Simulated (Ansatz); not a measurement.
The reference is InAs in the zinc blende structure (space group F-43m, No. 216; a = 6.186 Å).

The other end (x = 1) is InSb in the zinc blende structure (space group F-43m, No. 216): 36.52 Å³/atom, gap zero.

Level of theory: Ansatz (an electronic-structure program) PBE, scalar-relativistic without spin-orbit coupling.

Sb replaces a fraction x of As; each row is one arrangement (x, atoms in the cell, starting space group or random), fully relaxed.

One change was made to it. Results:

```tsv
quantity	base	after
deviation of the volume from the linear (Vegard-type) interpolation	–	-0.3 %
shortest interatomic distance	2.679 Å	2.707 Å
```

**Question.** Name the change that was made.
(A) x(Sb) = 0.75, 8 atoms, I-42m
(B) x(Sb) = 0.25, 8 atoms, Pmm2
(C) x(Sb) = 0.667, 6 atoms, Imm2
(D) x(Sb) = 0.333, 6 atoms, P3m1

**Answer.** A, x(Sb) = 0.75, 8 atoms, I-42m. For comparison, the shortest interatomic distance in the other runs: x(Sb) = 0.667, 6 atoms, Imm2 gives 2.685 Å; x(Sb) = 0.25, 8 atoms, Pmm2 gives 2.672 Å; x(Sb) = 0.333, 6 atoms, P3m1 gives 2.672 Å.

These are small ordered cells, not random alloys; other orderings at the same x differ. With Sb present, leaving out spin-orbit coupling can change the band edges. Whether these cells are dynamically stable was not tested. The final runs are not spin-polarised. The zero or small gap of In4Sb3As, InAs, InSb and In3Sb2As can change with the level of theory.
